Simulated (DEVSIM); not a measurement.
Structure: Schottky contact on n-type Si, at 300 K.

| layer (left to right) | material | thickness (μm) | Nd (cm⁻³) | τn (s) | τp (s) |
|---|---|---|---|---|---|
| 1 | Si | 0.530 | 3.5e15 | 8.9e-7 | 8.9e-7 |

Left contact: Schottky, work function 4.66 eV, emission velocity 6.5e6 cm/s. Right contact: ohmic. Voltage is applied to the left contact. Recombination: SRH at mid-gap. Mobility is constant in doping.

The device is made up for the run: typed textbook-type constants, with dimensions and the other settings drawn at random. Values at 300 K.

```tsv
parameter	Si
gap (eV)	1.124
affinity (eV)	4.05
permittivity	11.7
Nc (cm⁻³)	2.86e19
Nv (cm⁻³)	3.1e19
μn (cm²/Vs)	1417
μp (cm²/Vs)	470
```

Model (solved in DEVSIM): 1D drift-diffusion, Boltzmann statistics, complete ionisation; no tunnelling, impact ionisation, image-force lowering or self-heating. Metal contacts follow the ideal Schottky-Mott rule: no Fermi-level pinning, no interface dipoles.

### Question
Tabulate band edges, carrier densities and field at -2.0 V on the left contact.

### Answer
Energies count from the Fermi level of the right contact; mesh points crowd at the junctions.

```tsv
x (μm)	Ec (eV)	Ev (eV)	n (cm⁻³)	p (cm⁻³)	field (V/cm)
0.000	2.610	1.486	1.2e8	7.2e10	-59000
0.006595	2.571	1.447	1.2e8	1.6e10	-59000
0.01333	2.532	1.408	1.2e8	3.5e9	-58000
0.02324	2.474	1.350	1.2e8	3.7e8	-58000
0.03797	2.389	1.265	1.2e8	1.4e7	-57000
0.05401	2.298	1.174	1.2e8	440000	-56000
0.07405	2.187	1.063	1.3e8	33000	-55000
0.1038	2.025	0.901	1.3e8	27000	-54000
0.1362	1.854	0.730	1.3e8	27000	-52000
0.1767	1.648	0.524	1.4e8	28000	-50000
0.2181	1.448	0.324	1.5e8	28000	-47000
0.2957	1.097	-0.027	1.6e8	28000	-43000
0.3398	0.911	-0.213	1.7e8	28000	-41000
0.3830	0.740	-0.384	1.9e8	29000	-38000
0.4275	0.574	-0.550	6.6e9	29000	-36000
0.4493	0.497	-0.627	1.3e11	29000	-35000
0.4706	0.424	-0.700	2.2e12	30000	-34000
0.4878	0.367	-0.757	2.0e13	31000	-33000
0.5034	0.316	-0.808	1.4e14	32000	-32000
0.5140	0.283	-0.841	5.1e14	33000	-31000
0.5212	0.260	-0.864	1.2e15	33000	-31000
0.5300	0.233	-0.891	3.5e15	33000	-31000
```
